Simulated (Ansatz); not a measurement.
Input and output of a self-consistent single point for HfGeTe (P4/nmm, 6 atoms in the cell) (Ansatz, a first-principles code).

Method of the run: PBEsol, default PAW files made with PBE (plane waves; Ansatz).

The change in words: the bulk crystal; kpoints.mp_grid.grid: 8 8 1 → 12 12 5. Reference geometry:
```
CELL_PARAMETERS angstrom
      3.74425     0.00000     0.00000
      0.00000     3.74425     0.00000
      0.00000     0.00000    20.91520
ATOMIC_POSITIONS crystal
  Hf 0.00000 0.50000 0.39861
  Hf 0.50000 0.00000 0.60140
  Ge 0.00000 0.00000 0.50000
  Ge 0.50000 0.50000 0.50000
  Te 0.50000 0.00000 0.33469
  Te 0.00000 0.50000 0.66531
```

Reference input (self-consistent single point, DFT, PBEsol, plane waves, default PAW files made with PBE): basis.ecutwfc = 30.9 Ry; kpoints.mp_grid.grid = 8 8 1; hamiltonian.xc = pbesol; hamiltonian.pseudopotentials = {kind: paw} (the program's default PAW files); scf.occupations.method = gaussian; scf.occupations.width = 0.0073 Ry. This run's input differs from it in these lines:

Ansatz 0.2 input:
```diff
@@ -4,10 +4,10 @@
     - [0.000000, 3.744249, 0.000000]
-    - [0.000000, 0.000000, 20.915204]
+    - [0.000000, 0.000000, 10.175415]
   atoms:
-    - { symbol: Hf, position: [0.000000, 0.500000, 0.398609] }
-    - { symbol: Hf, position: [0.500000, 0.000000, 0.601395] }
-    - { symbol: Ge, position: [0.000000, 0.000000, 0.500000] }
-    - { symbol: Ge, position: [0.500000, 0.500000, 0.500000] }
-    - { symbol: Te, position: [0.500000, 0.000000, 0.334685] }
-    - { symbol: Te, position: [0.000000, 0.500000, 0.665315] }
+    - { symbol: Hf, position: [0.000000, 0.500000, 0.791590] }
+    - { symbol: Hf, position: [0.500000, 0.000000, 0.208410] }
+    - { symbol: Ge, position: [0.000000, 0.000000, 0.000000] }
+    - { symbol: Ge, position: [0.500000, 0.500000, 0.000000] }
+    - { symbol: Te, position: [0.500000, 0.000000, 0.660200] }
+    - { symbol: Te, position: [0.000000, 0.500000, 0.339800] }
 basis:
@@ -15,3 +15,3 @@
 kpoints:
-  mp_grid: { grid: [8, 8, 1] }
+  mp_grid: { grid: [12, 12, 5] }
 hamiltonian:
```

The program printed (abridged):

```
SCF iter   1: F=—  HF=-53510.355526 eV  |F-HF|=—  |Δ(HF+E_count)|=         —  Δρ=3.41e-3  dr2=1.73e-2  ethr=1.77e-3  ⟨swp⟩=5.9  Hψ=19300  notcnv=0  defer=2
all-band conjugate gradients solve this SCF's bands
preconditioner: auto → LDOS
SCF iter   2: F=—  HF=-53510.358319 eV  |F-HF|=—  |Δ(HF+E_count)|=   2.79e-3  Δρ=1.41e-3  dr2=6.79e-3  ethr=1.55e-5  ⟨swp⟩=2.0  Hψ=11178  notcnv=0  defer=12
   [... lines left out ...]
SCF iter   4: F=—  HF=-53510.355424 eV  |F-HF|=—  |Δ(HF+E_count)|=   2.74e-4  Δρ=1.67e-4  dr2=5.53e-5  ethr=9.03e-7  ⟨swp⟩=2.0  Hψ=8712  notcnv=0  defer=12
SCF iter   5: F=—  HF=-53510.355424 eV  |F-HF|=—  |Δ(HF+E_count)|=   7.10e-7  Δρ=3.32e-5  dr2=1.85e-6  ethr=4.94e-8  ⟨swp⟩=2.1  Hψ=9802  notcnv=0  defer=12
SCF iter   6: F=—  HF=-53510.355425 eV  |F-HF|=—  |Δ(HF+E_count)|=   4.41e-7  Δρ=1.07e-5  dr2=1.55e-7  ethr=1.65e-9  ⟨swp⟩=2.0  Hψ=9872  notcnv=0  defer=12
SCF iter   7: F=-53510.355425 eV  HF=-53510.355425 eV  |F-HF|=5.42e-9  |Δ(HF+E_count)|=   1.49e-7  Δρ=2.85e-6  dr2=1.13e-8  ethr=8.93e-11  ⟨swp⟩=8.5  Hψ=23578  notcnv=0
SCF 1 converged in 7 iterations: F = -53510.355425 eV  dr2 = 1.13e-8
Free energy (F): -53510.355425 eV
Internal energy: -53510.349056 eV  (E = F + TS)
E sigma→0 (E₀):  -53510.352240 eV
Entropy (-TS):   -0.006369 eV (-1.061 meV/atom)
Fermi energy:    13.268643 eV
--- Forces (eV/Å), atoms counted from 1 ---
  atom   1  Hf     0.00000000     0.00000000    -0.11805676
  atom   2  Hf     0.00000000     0.00000000     0.11805676
  atom   3  Ge     0.00000000     0.00000000     0.00000000
  atom   4  Ge     0.00000000     0.00000000     0.00000000
  atom   5  Te     0.00000000     0.00000000     0.15616602
  atom   6  Te     0.00000000     0.00000000    -0.15616602
--- Stress (GPa, compression-positive) ---
       -3.242192       0.000000       0.000000
        0.000000      -3.242192       0.000000
        0.000000       0.000000      -2.264094
  P = ⅓ Tr σ = -2.9162 GPa (-29.162 kbar)
  The stress holds the Pulay correction. Without it, at fixed plane waves, as pw.x and ABINIT print it: P = -2.9488 GPa
```

The run converged in 7 iterations. Against the reference run the free energy goes down by 25.2 meV/atom and the largest force goes from 0.207 to 0.156 eV/Å.

The starting cell comes from a database of computed structures (which also holds hypothetical and non-ambient phases and stackings), without a prior relaxation at this level. Its lattice was rescaled by up to half a per cent. Spin-orbit coupling is off. Ansatz's pressure includes its estimate of the finite-basis (Pulay) stress.

Cost on one core of a shared machine: roughly 40 s.
